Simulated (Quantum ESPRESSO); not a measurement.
Quantum ESPRESSO run on SrCo2Si2 (I4/mmm, 5 atoms in the cell): self-consistent single point.

Method: PBEsol, PSlibrary PAW (PBE) pseudopotentials (plane waves; Quantum ESPRESSO).

The change in words: lattice scaled by 0.98. Reference geometry:
```
Sr(CoSi)2
1.0
   -1.95286     1.95286     5.43442
    1.95286    -1.95286     5.43442
    1.95286     1.95286    -5.43442
Sr Co Si
1 2 2
Direct
  0.00000   0.00000   0.00000
  0.75000   0.25000   0.50000
  0.25000   0.75000   0.50000
  0.64892   0.64892   0.00000
  0.35108   0.35108   0.00000
```

Reference input (self-consistent single point, DFT, PBEsol, plane waves, PSlibrary PAW (PBE) pseudopotentials): ecutwfc = 50 Ry; ecutrho = 350 Ry; occupations = smearing; smearing = fd; degauss = 0.0073499 Ry; input_dft = pbesol; K_POINTS = automatic 9 9 9 0 0 0; conv_thr = 1e-10 Ry; mixing_beta = 0.4. This run's input differs from it in these lines:

```diff
@@ -35,5 +35,5 @@
 CELL_PARAMETERS bohr
-  -3.690370560     3.690370560    10.269555998
-   3.690370560    -3.690370560    10.269555998
-   3.690370560     3.690370560   -10.269555998
+  -3.616563526     3.616563526    10.064165445
+   3.616563526    -3.616563526    10.064165445
+   3.616563526     3.616563526   -10.064165445
```

Output, abridged:

```
     Self-consistent Calculation

     iteration #  1     ecut=    50.00 Ry     beta= 0.40

     total energy              =    -666.58329458 Ry
     estimated scf accuracy    <       1.23467571 Ry

     iteration #  2     ecut=    50.00 Ry     beta= 0.40

     total energy              =    -666.24961425 Ry
     estimated scf accuracy    <      12.52627765 Ry

     iteration #  3     ecut=    50.00 Ry     beta= 0.40

     total energy              =    -667.18318646 Ry
     estimated scf accuracy    <       0.07689396 Ry

   [... 14 blocks of this kind left out ...]

     iteration # 18     ecut=    50.00 Ry     beta= 0.40

     total energy              =    -667.23093652 Ry
     estimated scf accuracy    <          1.5E-10 Ry

     iteration # 19     ecut=    50.00 Ry     beta= 0.40
     End of self-consistent calculation

     the Fermi energy is    11.1501 ev

!    total energy              =    -667.23093652 Ry
     estimated scf accuracy    <          1.4E-13 Ry
     smearing contrib. (-TS)   =      -0.00509896 Ry
     internal energy E=F+TS    =    -667.22583757 Ry

     convergence has been achieved in  19 iterations

     Forces acting on atoms (cartesian axes, Ry/au):

     atom    1 type  1   force =     0.00000000   -0.00000000    0.00000000
     atom    2 type  2   force =     0.00000000    0.00000000    0.00000000
     atom    3 type  2   force =     0.00000000    0.00000000    0.00000000
     atom    4 type  3   force =     0.00000000    0.00000000   -0.03295103
     atom    5 type  3   force =     0.00000000    0.00000000    0.03295103

     Total force =     0.046600     Total SCF correction =     0.000000

          total   stress  (Ry/bohr**3)                   (kbar)     P=       56.94
   0.00044601  -0.00000000  -0.00000000           65.61       -0.00       -0.00
  -0.00000000   0.00044601  -0.00000000           -0.00       65.61       -0.00
  -0.00000000  -0.00000000   0.00026916           -0.00       -0.00       39.59

   JOB DONE.
```

The run converged in 19 iterations. Against the reference run the free energy rises by 12.4 meV/atom, the pressure goes from -2.17 to 5.69 GPa and the largest force goes from 0.204 to 0.847 eV/Å. The full log also holds: “c_bands:  1 eigenvalues not converged”.

The starting cell comes from a database of computed structures (which also holds hypothetical and non-ambient phases and stackings), without a prior relaxation at this level. For this run, on top of that: lattice scaled by 0.98. Spin polarisation is off. With a pressure of about 6 GPa the cell is away from its equilibrium volume at this level.

Cost on one core of a shared machine: roughly 7 min.
